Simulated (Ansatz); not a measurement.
The parent structure is Al2Cu (space group I4/mcm, No. 140).

```
CELL_PARAMETERS angstrom
     -3.02979     3.02979     2.43726
      3.02979    -3.02979     2.43726
      3.02979     3.02979    -2.43726
ATOMIC_POSITIONS crystal
  Al 0.65828 0.15828 0.81655
  Al 0.84172 0.65828 0.50000
  Al 0.15828 0.34172 0.50000
  Al 0.34172 0.84172 0.18345
  Cu 0.25000 0.25000 0.00000
  Cu 0.75000 0.75000 0.00000
```

Calculations: PBE in Ansatz (plane waves to 420 eV, PAW, scalar-relativistic without spin-orbit coupling).

For the base:

```
Item        Value
--------  -------
Pressure  0.0 GPa
Band gap     zero
```

Perturbation: every lattice vector is stretched by 0.99 %; the atoms relax in the strained cell.

Q: What does the calculation give for the pressure, energy relative to the base and band gap after the change?

A: The pressure (mean of the normal stresses, compression positive) goes from zero to -2.8 GPa; the energy grows by 4.0 meV/atom; the band gap remains zero.

Stability against distortions was not tested. The final runs are not spin-polarised.

Ansatz is a quantum-chemistry and plane-wave program.
